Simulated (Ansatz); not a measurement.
Worked example: relaxation of cell and atoms of YB2 (P6/mmm, 3 atoms in the cell) in Ansatz (a quantum-chemistry and plane-wave program).

Level of theory: PBEsol, PAW files made with PBE (plane waves; Ansatz).

```yaml
crystal:
  lattice:
    - [3.30084, 0.00000, 0.00000]
    - [-1.65042, 2.85861, 0.00000]
    - [0.00000, 0.00000, 3.86250]
  atoms:
    - { symbol: Y, position: [0.00000, 0.00000, 0.00000] }
    - { symbol: B, position: [0.33333, 0.66667, 0.50000] }
    - { symbol: B, position: [0.66667, 0.33333, 0.50000] }
```

Reference input (self-consistent single point, DFT, PBEsol, plane waves, PAW files made with PBE): basis.ecutwfc = 420 eV; kpoints.mp_grid.grid = 8 8 6; hamiltonian.xc = pbesol; hamiltonian.pseudopotentials = {kind: paw} (the program's default PAW files); scf.occupations.method = fermi_dirac; scf.occupations.width = 0.1 eV. This run's input differs from it in these lines:

```diff
@@ -19,2 +19,4 @@
   occupations: { method: fermi_dirac, width: 0.1 }
+relax:
+  cell: {}
 output:
```

Output (repeated stretches shortened):

```
   [... SCF lines of the steps left out ...]
relax step   1: F+E_penalty+E_count = -4102.32970210 eV  Δ(F+E_penalty+E_count) = +0.000e0 eV  max|allowed force component| = 2.961e-16 eV/Å  Δτ_max = 0.0000 Å  P = -4.448 GPa  Ω = 36.446 Å³  (7 SCF iters, dr2 threshold 1.00e-7 eV, accepted)
relax step   2: F+E_penalty+E_count = -4102.32459111 eV  Δ(F+E_penalty+E_count) = +5.111e-3 eV  max|allowed force component| = 8.635e-17 eV/Å  Δτ_max = 0.0000 Å  P = +4.255 GPa  Ω = 34.658 Å³  energy of the carried Pulay correction = +8.968e-4 eV  [...]
   [... lines left out ...]
relax step   5: F+E_penalty+E_count = -4102.34400219 eV  Δ(F+E_penalty+E_count) = -2.065e-5 eV  max|allowed force component| = 2.220e-16 eV/Å  Δτ_max = 0.0000 Å  P = +0.001 GPa  Ω = 35.471 Å³  energy of the carried Pulay correction = +4.677e-4 eV  [...]
relax step   6: F+E_penalty+E_count = -4102.34359412 eV  Δ(F+E_penalty+E_count) = +4.081e-4 eV  max|allowed force component| = 1.542e-16 eV/Å  Δτ_max = 0.0000 Å  P = -0.016 GPa  Ω = 35.471 Å³  stress off target by 1.68e-2 GPa  SCF on the basis [...]
basis re-selected at this cell: Δ(F+E_penalty+E_count) = +4.081e-4 eV, ΔP = -0.017 GPa vs the last step
the relaxation is at rest under the 24 symmetry operations that the run kept from its start: a minimum is not shown …
Stability not checked: this state was not tested for a lower state beside it, because too few of the mixer's solves of this state at the end of the SCF gave a …
Free energy (F): -4102.343594 eV
Internal energy: -4102.313750 eV  (E = F + TS)
   [... lines left out ...]
Fermi energy:    12.175429 eV
  cell:  # Å, volume = 35.4707 Å³
   [... lines left out ...]
    - [-1.6352476293006892, 2.8323319769053508, -3.409758288036564e-35]
    - [1.121836691568357e-34, 1.869727819280595e-35, 3.8292350156486124]
  atoms:
    - { symbol: Y, position: [5.347544175595336e-35, -2.4329111809790975e-35, 0.0] }
    - { symbol: B, position: [0.3333333333333333, 0.6666666666666666, 0.5] }
    - { symbol: B, position: [0.6666666666666666, 0.3333333333333333, 0.5] }
```

The run converged. 

Summary of the result:
```
Item                                                                                                  Result
-----------------------------------------------  -----------------------------------------------------------
Free energy E − TS (on the zero of these files)                                                -4102.3436 eV
Fermi level (on the code's own zero)                                                                12.18 eV
Pressure                                                                                           -0.02 GPa
Final cell                                       a = b = 3.2705 Å, c = 3.8292 Å, α = β = 90.00°, γ = 120.00°
Final volume per atom                                                                               11.82 Å³
Relaxation steps                                                                                           6
```

The starting cell comes from a database of computed structures (which also holds hypothetical and non-ambient phases and stackings), without a prior relaxation at this level. The relaxation keeps the symmetry of its start, so its end need not be a minimum. Ansatz's pressure includes its estimate of the finite-basis (Pulay) stress.

Keys are those of Ansatz 0.2.
